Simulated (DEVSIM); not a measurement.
System: abrupt GaAs p-n junction, at 300 K.

| layer (left to right) | material | thickness (μm) | Nd (cm⁻³) | Na (cm⁻³) | τn (s) | τp (s) |
|---|---|---|---|---|---|---|
| 1 | GaAs | 0.140 | - | 9e16 | 6e-10 | 6e-10 |
| 2 | GaAs | 110 | 1.4e15 | - | 6e-10 | 1.8e-9 |

Left contact: ohmic. Right contact: ohmic. Voltage is applied to the left contact. Recombination: SRH at mid-gap, radiative. Mobility is μmin + (μ − μmin)/(1 + (N/Nref)^α).

Constants are typed, rounded textbook-type inputs, not results; the design itself was drawn at random and stands for no fabricated device. Values at 300 K.

```tsv
parameter	GaAs
gap (eV)	1.424
affinity (eV)	4.07
permittivity	12.9
Nc (cm⁻³)	4.7e17
Nv (cm⁻³)	9e18
μn (cm²/Vs)	8500
μp (cm²/Vs)	400
μn,min	500
μp,min	20
Nref,n	6e16
Nref,p	1.5e17
αn	0.39
αp	0.38
B (cm³/s)	2e-10
```

Model (solved in DEVSIM): 1D drift-diffusion, Boltzmann statistics, complete ionisation; no tunnelling, impact ionisation, image-force lowering or self-heating.

Problem. Tabulate band edges, carrier densities and field at -2.0 V on the left contact.

Solution. Energies count from the Fermi level of the right contact; mesh points crowd at the junctions.

```
x (μm)   Ec (eV)  Ev (eV)  n (cm⁻³)  p (cm⁻³)  field (V/cm)
-------  -------  -------  --------  --------  ------------
0.000      3.305    1.881     < 1e2    9.0e16           ≈ 0
0.02601    3.305    1.881     < 1e2    9.0e16           -30
0.07000    3.304    1.880     < 1e2    8.7e16          -630
0.1141     3.287    1.863     < 1e2    4.5e16        -11000
0.1479     3.202    1.778     < 1e2    1.7e15        -35000
0.1882     3.065    1.641     < 1e2    8.3e12        -34000
0.2794     2.766    1.342     < 1e2     7.9e7        -32000
0.5881     1.875    0.451       160      6500        -26000
1.184      0.685   -0.739   1500000       760        -14000
2.531      0.150   -1.274    1.4e15     < 1e2           ≈ 0
5.577      0.150   -1.274    1.4e15     < 1e2           ≈ 0
16.55      0.150   -1.274    1.4e15     < 1e2           ≈ 0
37.28      0.150   -1.274    1.4e15     < 1e2           ≈ 0
73.58      0.150   -1.274    1.4e15     < 1e2           ≈ 0
98.01      0.150   -1.274    1.4e15     < 1e2           ≈ 0
104.8      0.150   -1.274    1.4e15     < 1e2           ≈ 0
107.8      0.150   -1.274    1.4e15     < 1e2           ≈ 0
109.1      0.150   -1.274    1.4e15     < 1e2           ≈ 0
109.8      0.150   -1.274    1.4e15     < 1e2           ≈ 0
110.0      0.150   -1.274    1.4e15     < 1e2           ≈ 0
110.1      0.150   -1.274    1.4e15     < 1e2           ≈ 0
110.1      0.150   -1.274    1.4e15     < 1e2           ≈ 0
```
